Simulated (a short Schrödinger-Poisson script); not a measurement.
System: symmetric double-gate stack, Al2O3 on p-type InP, at 300 K.

```
layer  material  thickness (nm)  Na (cm⁻³)
-----  --------  --------------  ---------
1         Al2O3             4.5          -
2           InP               5       1e18
3         Al2O3             4.5          -
```

Constants are typed, rounded textbook-type inputs, not results; the design itself was drawn at random and stands for no fabricated device. Al2O3: permittivity 9, conduction-band edge (eV) 3.03, gap (eV) 6.8, electron mass (mₑ) 0.3. InP: permittivity 12.5, conduction-band edge (eV) 0, gap (eV) 1.344, Nv at 300 K (cm⁻³) 1.1e19.

Channel valleys (confinement mass, in-plane density-of-states mass, number): Γ 0.08, 0.08, 1. At the gates, both at one voltage, the conduction-band edge of layer 1 lies 3.44 eV − eVg above the Fermi level of the channel. Gaps are held at their typed values at every temperature. Mesh 0.03 nm at interfaces.

From a short Schrödinger-Poisson script (our own, NumPy): 1D Poisson equation in equilibrium, electrons classical, Fermi-Dirac, parabolic valleys, classical holes, full ionisation, no traps, pinning or gate leakage.

The same stack at other levels of the model or other numerical settings:

| run | sheet density of all electrons at Vg = 1.9 V (cm⁻²) | sheet density of all electrons at Vg = 0.7 V (cm⁻²) | capacitance of both gates at Vg = 1.9 V (μF/cm²) | rough cost against the base |
|---|---|---|---|---|
| base | 1.87e13 | 2.58e12 | 2.32 | about 1 |
| electrons treated as classical, Boltzmann | 2.84e13 | 3.94e12 | 3.40 | 0.3 |
| electrons treated as quantum, Hartree | 1.77e13 | 1.86e12 | 2.43 | 5 |
| electrons treated as quantum, Hartree plus LDA exchange-correlation | 1.82e13 | 2.09e12 | 2.46 | 9 |
| mesh six times as coarse | 1.85e13 | 2.54e12 | 2.29 | 0.5 |

The classical rows ignore confinement, and Boltzmann statistics overrate the density once the band edge passes the Fermi level.

Above a few 1e12 electrons/cm² a light Γ valley is non-parabolic and upper valleys begin to fill, which the model leaves out.
